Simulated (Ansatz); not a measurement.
N interstitial in wurtzite GaN: one set of geometries, relaxed with PBE, evaluated in Ansatz (PAW, plane waves to 420 eV, 500 eV under r2SCAN) with PBE, r2SCAN.

Details: 96-site cell; 2×2×2 shifted k-points; start: void with 3N nearest; charged states image-corrected; not converged in cell size; relaxed from one start, so a lower configuration may exist; flagged in the runs: a host whose relaxation on this sampling wasn't shown to rest.

```tsv
quantity	PBE	r2SCAN
host gap (eV)	1.71	…
ε(+1/0) above the VBM (eV)	1.22	…
largest moment on one atom at charge +1 (μB)	0.33	…
neutral formation energy against N2 molecule in a box (eV)	4.51	…
largest moment on one atom at charge 0 (μB)	0.19	…
```

### Question
Given the lower rungs, what does r2SCAN give?

### Answer

- host gap (eV), r2SCAN: 2.12
- ε(+1/0) above the VBM (eV), r2SCAN: 1.49
- largest moment on one atom at charge +1 (μB), r2SCAN: 0.36
- neutral formation energy against N2 molecule in a box (eV), r2SCAN: 4.23
- largest moment on one atom at charge 0 (μB), r2SCAN: 0.21

Ansatz is a first-principles code.
